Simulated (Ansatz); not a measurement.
Surface energy of faces of fcc Au in PBE and in RPBE, in Ansatz (plane waves, PAW). Symmetric slabs relaxed with PBE from ideal cuts in 1x1 cells (the lowest computed cut and spin start of each face; real faces may reconstruct in larger cells); RPBE values are single points on them, with the bulk at the same level. No spin-orbit coupling, no U.

```tsv
face	PBE (J/m²)	RPBE (J/m²)
(100)	0.88	0.64
(110)	0.91	0.68
(111)	0.69	0.46
(210)	0.92	0.69
(211)	0.82	0.59
(221)	0.79	?
(310)	0.92	0.69
(311)	0.88	0.65
(320)	0.93	0.69
```

Problem. Fit a straight line y = a·x + b by least squares to the 8 complete rows (x: PBE (J/m²); y: RPBE (J/m²)).

Solution. the means are x̄ = 0.8687 and ȳ = 0.6362; Σ(x − x̄)² = 0.045288 and Σ(x − x̄)(y − ȳ) = 0.044563, so a = 0.984 and b = ȳ − a·x̄ = -0.219. The largest residual is 0.007.

Problem. What does the line predict for the withheld row, (221), and what did the calculation give?

Solution. the line gives 0.56; the calculation gave 0.56, a miss of 0.00, of the size of the fitted rows' scatter and rounding.

Ansatz is a program for electronic structure.
